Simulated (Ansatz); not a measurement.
Here is the system:

```
NaF
1.0
    0.00000     2.23127     2.23127
    2.23127     0.00000     2.23127
    2.23127     2.23127     0.00000
Na F
1 1
Direct
  0.00000   0.00000   0.00000
  0.50000   0.50000   0.50000
```

No spin polarisation.

Computed with PBE/PAW in Ansatz (an electronic-structure program), no SOC. Γ-centred 12×12×12 mesh, Fermi–Dirac width 0.05 eV.

### Question
Predict the band gap and electron mass.

### Answer
The band gap is 6.97 eV and the electron mass is 0.56 mₑ (at Γ).

Load acts through the strain it causes; cell and atoms are relaxed under it. Masses are band curvatures over ±0.01 Å⁻¹ around the edge. No phonon test of stability was made. No other phases were tried under pressure. The cell was made from NaF in the rock salt structure (space group Fm-3m, No. 225) by this change: pressure 10 GPa.
